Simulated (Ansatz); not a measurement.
## How the band gap of BAs (model structure, started from the GeS type, Pnma, No. 62, 8 atoms in the cell) moves with the method

No measured value is used here.

```
level (code)                value (eV)  cell (Å³/atom)
---------------------  ---------------  --------------
LDA (Ansatz)                (withheld)           15.51
PBEsol+SOC (Ansatz)    0.36 (indirect)           15.85
r²SCAN+SOC (Ansatz)    0.53 (indirect)           15.85
r²SCAN+rVV10 (Ansatz)  0.50 (indirect)           15.91
```

Question: Complete the blanks.

Answer: 
- LDA (Ansatz, a quantum-chemistry and plane-wave program), value (eV): 0.38 (indirect)

Computed values are for a static lattice. Levels without +SOC have no spin–orbit coupling; where heavier elements are present it shifts gaps, mostly down, and can invert bands.  PBEsol+SOC, r²SCAN+SOC: the gap is read on the k mesh or supercell of the run alone and can be too large. Values are at the level's own equilibrium cell; PBEsol+SOC at the PBE-D3(BJ) cell; r²SCAN+SOC at the PBE-D3(BJ) cell. Cutoffs and k meshes differ between the levels. Ansatz's density-functional and Hartree–Fock values are scalar-relativistic unless marked +SOC, with PAW data made under PBE.

A model structure was made by putting elements into a prototype or built by hand; it is no filed structure, need not be a known phase, and can be a saddle point held by its symmetry.
